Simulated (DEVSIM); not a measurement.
**abrupt GaAs p-n junction**

System: abrupt GaAs p-n junction, at 300 K.

| layer (left to right) | material | thickness (μm) | Nd (cm⁻³) | Na (cm⁻³) | τn (s) | τp (s) |
|---|---|---|---|---|---|---|
| 1 | GaAs | 0.140 | - | 8.7e15 | 4.5e-8 | 4.5e-8 |
| 2 | GaAs | 2.20 | 6.3e15 | - | 4.5e-8 | 4.5e-8 |

Left contact: ohmic. Right contact: ohmic. Voltage is applied to the left contact. Recombination: SRH at mid-gap, Auger. Mobility is constant in doping.

This is a model device: material constants are rounded textbook-type values typed into the input, and sizes, dopings and lifetimes were drawn at random. Values at 300 K.

```tsv
parameter	GaAs
gap (eV)	1.424
affinity (eV)	4.07
permittivity	12.9
Nc (cm⁻³)	4.7e17
Nv (cm⁻³)	9e18
μn (cm²/Vs)	8500
μp (cm²/Vs)	400
Cn (cm⁶/s)	1e-30
Cp (cm⁶/s)	1e-30
```

Model (solved in DEVSIM): 1D drift-diffusion, Boltzmann statistics, complete ionisation; no tunnelling, impact ionisation, image-force lowering or self-heating.

```
Item                                               Result
---------------------------------------------  ----------
Potential step across the device at zero bias     1.133 V
Largest field in the device at zero bias       36000 V/cm
Dark forward voltage at 1 A/cm²                   0.854 V
Dark forward voltage at 100 A/cm²                 0.988 V
```

Dark forward current:

| V (V) | J (A/cm²) |
|---|---|
| 0.05 | 2.0e-11 |
| 0.10 | 7.0e-11 |
| 0.15 | 2.1e-10 |
| 0.20 | 5.9e-10 |
| 0.25 | 1.7e-9 |
| 0.30 | 5.5e-9 |
| 0.35 | 2.0e-8 |
| 0.40 | 8.9e-8 |
| 0.45 | 4.6e-7 |
| 0.50 | 2.6e-6 |
| 0.55 | 1.6e-5 |
| 0.60 | 9.9e-5 |
| 0.65 | 0.00062 |
| 0.70 | 0.0038 |
| 0.75 | 0.024 |
| 0.80 | 0.14 |
| 0.85 | 0.86 |
| 0.90 | 5.1 |
| 0.95 | 29 |
| 1.00 | 150 |
| 1.05 | 560 |
| 1.10 | 1500 |
| 1.15 | 2900 |

Dark reverse current:

```csv
V (V),J (A/cm²)
-0.20,-2.8e-11
-0.50,-5.9e-11
-1.00,-1.0e-10
-1.50,-1.4e-10
-2.00,-1.7e-10
-3.00,-2.2e-10
-4.00,-2.7e-10
-5.00,-3.1e-10
-6.50,-3.7e-10
-8.00,-4.2e-10
-10.00,-4.9e-10
```
